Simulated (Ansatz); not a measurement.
A periodic model of amorphous In9Ga9Zn9O36H2:

```xyz
65
Lattice="9.5390 0.0078 0.0155 0.0078 9.5449 0.1767 0.0155 0.1767 9.4625" Properties=species:S:1:pos:R:3 pbc="T T T"
In     7.3502     6.0757     3.5984
In     2.5348     2.4957     0.9110
In     7.1624     0.0690     3.2872
In     5.1214     9.5133     6.2074
In     1.8473     7.5856     5.3301
In     3.5873     6.0522     2.2310
In     8.0352     1.6170     6.5720
In     2.9215     5.3571     8.4694
In     5.1165     2.8126     4.1751
Ga     7.8993     7.6232     6.4971
Ga     0.3139     0.5028     9.1638
Ga     0.7752     1.8360     4.0594
Ga     4.5865     2.9481     7.3879
Ga     9.0293     3.7952     9.1273
Ga     7.7884     3.3124     2.6157
Ga     2.5708     4.1369     5.0030
Ga     0.6119     8.0257     2.7193
Ga     3.3595     8.9285     9.2131
Zn     1.9557     1.7649     6.9780
Zn     5.4060     1.0576     0.8901
Zn     0.3178     4.9644     6.4556
Zn     4.6439     6.1208     5.7405
Zn     3.2522     0.3952     3.0853
Zn     9.3793     6.9235     9.2509
Zn     6.8185     8.8451     9.1513
Zn     6.8513     4.5483     6.4085
Zn     5.6823     3.8474     0.6177
O      2.7772     3.0979     8.2366
O      8.1957     0.6777     8.4183
O      3.8474     7.8928     5.7431
O      6.3913     9.0191     1.5764
O      3.4513     2.5814     5.7393
O      0.7009     5.2448     8.8335
O      0.7897     3.8181     4.7464
O      8.5997     1.7109     3.2375
O      5.4856     2.4885     8.9200
O      5.0042     4.8129     7.2544
O      5.9928     2.5215     2.2594
O      1.8742     9.6639     8.2903
O      7.2668     9.2645     5.7874
O      4.9810     9.1689     8.2854
O      8.9902     4.8882     2.7878
O      8.4306     7.8858     3.4568
O      3.7439     4.3517     0.9410
O      6.9157     4.0431     4.2947
O      5.0247     0.5624     3.9604
O      0.0279     6.9095     6.1088
O      5.9751     2.1220     6.1856
O      4.0440     4.8473     4.0986
O      5.6536     6.6273     2.4003
O      1.4561     9.3240     3.8850
O      3.1458     6.9589     0.2329
O      6.7006     6.4255     5.6331
O      0.4839     2.1312     0.3364
O      8.4516     3.7295     7.2733
O      2.3732     2.2828     3.0516
O      7.6228     4.0245     0.7951
O      2.3454     5.5238     6.3585
O      0.4575     1.3120     5.8496
O      7.7336     7.3375     8.3306
O      3.4248     0.4637     1.0616
O      1.8735     6.7356     3.2769
O      0.3362     8.2836     0.9033
H      0.0701     4.6554     3.5367
H      5.8563     7.5446     2.0034
```

Calculation: PBE, scalar-relativistic without spin-orbit coupling (plane waves to 420 eV, PAW; Ansatz, a quantum-chemistry and plane-wave program). The usual formal charges leave 2 electrons over, so the level spacing at the Fermi energy parts defect or band states and needn't be the band gap.

A CHGNet melt-quench gave the starting glass, which DFT then relaxed. O atoms were pushed apart under 1.9 Å during the dynamics, to hinder bonds among them. The hot cell started wider than the set density and was brought back towards it in steps. It is the lowest in DFT energy of 2 quenches. It is a model cell: composition and starting density were chosen by hand, and all elements were melted together. No dispersion term was used. Its density started from a set value of 5.64 and ended at 5.45 g/cm³. Cooling (nominally 280 K/ps over its main leg) ran many orders faster than in experiment, which tends to leave more defects and strain. A cell of this size samples the disorder only roughly. Volume and shape were free in the relaxation.

Cut-offs for bonds: In-In 3.12 Å, In-Ga 2.90 Å, In-Zn 2.90 Å, In-O 2.62 Å, In-H 2.08 Å, Ga-Ga 2.68 Å, Ga-Zn 2.68 Å, Ga-O 2.34 Å, Ga-H 1.84 Å, Zn-Zn 2.68 Å, Zn-O 2.30 Å, Zn-H 1.84 Å, O-O 1.58 Å, O-H 1.16 Å, H-H 0.90 Å. Two cations that share two anions don't count as bonded, nor two that share one unless they lie closer than In-In 3.04 Å, In-Ga 2.82 Å, In-Zn 2.82 Å, Ga-Ga 2.61 Å, Ga-Zn 2.61 Å, Zn-Zn 2.61 Å.

Give the coordination numbers, mean bond lengths and angles.


```yaml
Mean coordination of In by anions: 5.22 (7 with 5, 2 with 6)
Mean coordination of Ga by anions: 4.33 (6 with 4, 3 with 5)
Mean coordination of Zn by anions: 3.89 (1 with 3, 8 with 4)
Mean coordination of O: 3.42 (21 with 3, 15 with 4)
Mean coordination of H: 1.00 (2 with 1)
Mean In-O bond: 2.206 Å (spread 0.084 Å, 47 counted)
Mean Ga-O bond: 1.926 Å (spread 0.075 Å, 39 counted)
Mean Zn-O bond: 2.022 Å (spread 0.071 Å, 35 counted)
Mean O-H bond: 1.014 Å (spread 0.005 Å, 2 counted)
Bond angle at In: mean 105.4°, spread 27.5°
Bond angle at Ga: mean 107.9°, spread 18.0°
Bond angle at Zn: mean 109.0°, spread 18.2°
Bond angle at O: mean 111.7°, spread 16.3°
```

List the pairs of like atoms that count as bonded by the rules above.

There are none by these rules.
